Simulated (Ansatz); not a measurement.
Consider MgO in the rock salt structure (space group Fm-3m, No. 225; a = 4.204 Å).

Method: Ansatz (a quantum-chemistry and plane-wave program) r2SCAN, no SOC.

For the base:

The band gap comes out as 5.68 eV and the width of the top valence band comes out as 1.78 eV.

Now apply this change: an isotropic linear strain of +0.50 %, atoms relaxed at fixed cell.

Question: What does the calculation give for the band gap after the change?

Answer: The band gap decreases by 0.15 eV (5.68 eV → 5.53 eV).

Question: How does this affect the width of the top valence band?

Answer: The width of the top valence band decreases by 0.03 eV (1.78 eV → 1.75 eV).

Question: Estimate the effect on the energy relative to the base.

Answer: The energy increases by 1.1 meV/atom.

Whether these cells are dynamically stable was not tested.
